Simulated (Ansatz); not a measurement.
Worked calculations on one periodic cell of amorphous Y20O20F20: Y20O20F20, 60 atoms, volume 852.1 Å³, made by a melt-quench on the CHGNet potential and relaxed with DFT. O and F atoms were pushed apart under 1.9 Å during the dynamics, to hinder bonds among them. It is a model cell: composition and starting density were chosen by hand, and all elements were melted together. Cycles of charging were run to anneal it. Method: PBE, scalar-relativistic without spin-orbit coupling (plane waves to 420 eV, PAW; Ansatz, a quantum-chemistry and plane-wave program). Sampling: a 2×2×2 Γ-centred mesh; Fermi-Dirac width 0.02 eV; no spin polarisation. Its volume was relaxed, its shape was held as a cube, and it stands at a mean pressure of -0.1 GPa with stress components up to 1.9 GPa; the relaxation ran on the zone centre alone. Its density went from a set 4.71 to 4.83 g/cm³. The cell is small and was quenched far faster than a real film, so it is one sample of the glass.

**Question.** Count formal charges (Y +3, O -2, F -1). What does the count lead one to expect at the Fermi level, and what does the calculation give?

**Answer.** 20 × (+3) + 20 × (-2) + 20 × (-1) = 0. The charges balance, so the anion-derived valence states can be full and a gap can open. On this mesh the highest filled and lowest empty level lie 4.24 eV apart, the PBE gap of this cell.

Four energies for an added electron at PBE on the zone centre alone (charged cells in a uniform background, spin-polarised): neutral at the neutral geometry -104606.933 eV; charged at the neutral geometry -104595.277 eV; charged and relaxed -104595.382 eV; neutral at the charged geometry -104606.784 eV.

**Question.** Find the two relaxation energies and their sum, the reorganisation energy.

**Answer.** On charging: -104595.277 − (-104595.382) = 0.105 eV. On discharging: -104606.784 − (-104606.933) = 0.149 eV. The sum is 0.254 eV. The carrier's level spreads over 28 of the 60 atoms' worth, more than a fifth of the atoms or a third of the atoms of its main element (six at least), and the sum is small, so it counts as a band carrier, whose relaxation energy shrinks as the cell grows. PBE's self-interaction favours spread-out carriers, so a hybrid can localise more.

Four energies for a hole at PBE on the zone centre alone (charged cells in a uniform background, spin-polarised): neutral at the neutral geometry -104606.933 eV; charged at the neutral geometry -104614.280 eV; charged and relaxed -104614.403 eV; neutral at the charged geometry -104606.669 eV.

**Question.** Find the two relaxation energies and their sum, the reorganisation energy.

**Answer.** On charging: -104614.280 − (-104614.403) = 0.123 eV. On discharging: -104606.669 − (-104606.933) = 0.264 eV. The sum is 0.387 eV. The carrier's level spreads over 8 of the 60 atoms' worth, so it counts as partly localised, most on one O atom with neighbours Y 2.15 Å, Y 2.17 Å, Y 2.48 Å, Y 2.61 Å (neutral geometry). The values are uncorrected: the image energy of a point charge in this cell, 2.84 × 14.40 / (2 × 9.5) = 2.2 eV before screening, is screened by electrons alone at the fixed geometry and by ions too after relaxing, and the carrier can be spread before it relaxes, so each term can be off by up to that value times 1/ε∞, some tenths of an eV. PBE's self-interaction favours spread-out carriers, so a hybrid can localise more.
